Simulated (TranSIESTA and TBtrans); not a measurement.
Run with TranSIESTA and TBtrans (open boundaries, self-consistent; PseudoDojo norm-conserving potentials, scalar-relativistic): PAO.BasisSize DZP, PAO.EnergyShift 0.15 eV, XC.Authors PBE, Mesh.Cutoff 200 Ry, ElectronicTemperature 300 K, TS.Voltage 0.0 eV, TBT.Elecs.Eta 0.001 eV, no spin polarisation.

Device: Si chain with one Al atom in place of Si. Leads: straight Si chain, spacing 2.25 Å. Geometry: 3 atoms about the centre moved by SIESTA (PBE, DZP) to a largest force of 0.00 eV/Å, all others as built, motion along the axis alone.

Problem. Predict: conductance at 300 K (G0 = 2e²/h); mean T from −0.5 to 0.5 eV.

Solution. conductance at 300 K (G0 = 2e²/h): 2.29; mean T from −0.5 to 0.5 eV: 2.20. The straight chain is held at its spacing; free chains may zigzag or dimerise. No spin-polarised start was tried, so a magnetic state, if there is one, is missed.
